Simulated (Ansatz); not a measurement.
## Rb2TlRhF6, pressure series

Base system: Rb₂TlRhF₆ (space group Fm-3m, No. 225; a cell from a computed database, its experimental status unchecked).

```xyz
10
Lattice="0.0000 4.5484 4.5484 4.5484 0.0000 4.5484 4.5484 4.5484 0.0000" Properties=species:S:1:pos:R:3 pbc="T T T"
Rb     2.2742     2.2742     2.2742
Rb     6.8226     6.8226     6.8226
Tl     4.5484     4.5484     4.5484
Rh     0.0000     0.0000     0.0000
F      4.5484     4.5484     1.9859
F      4.5484     4.5484     7.1109
F      1.9859     4.5484     4.5484
F      7.1109     4.5484     4.5484
F      4.5484     1.9859     4.5484
F      4.5484     7.1109     4.5484
```

Cell and atoms are relaxed at each pressure.

Level of theory: r2SCAN in Ansatz (plane waves to 500 eV, PAW, no spin-orbit coupling), earlier PAW set.

Notes on the quantities. enthalpy: H = E + PV relative to the base's energy.

```tsv
variant	lattice parameter a	enthalpy
base	17.191 bohr	–
pressure −2 GPa	?	-0.24 eV/atom
pressure −1 GPa	17.338 bohr	-0.12 eV/atom
pressure 0.3 GPa	17.150 bohr	+0.04 eV/atom
pressure 0.7 GPa	17.100 bohr	+0.08 eV/atom
pressure 1.5 GPa	?	+0.17 eV/atom
pressure 3 GPa	16.851 bohr	+0.34 eV/atom
pressure 5 GPa	16.675 bohr	+0.56 eV/atom
pressure 7.5 GPa	16.492 bohr	+0.82 eV/atom
pressure 10 GPa	?	+1.08 eV/atom
```

### Question
Fill in the withheld entries from the trend.

### Answer

- pressure −2 GPa, lattice parameter a: 17.513 bohr
- pressure 1.5 GPa, lattice parameter a: 17.006 bohr
- pressure 10 GPa, lattice parameter a: 16.335 bohr

Load acts through the strain it causes; cell and atoms are relaxed under it. Whether these cells are dynamically stable was not tested. Competing high-pressure phases were not computed.

Ansatz is an electronic-structure program.
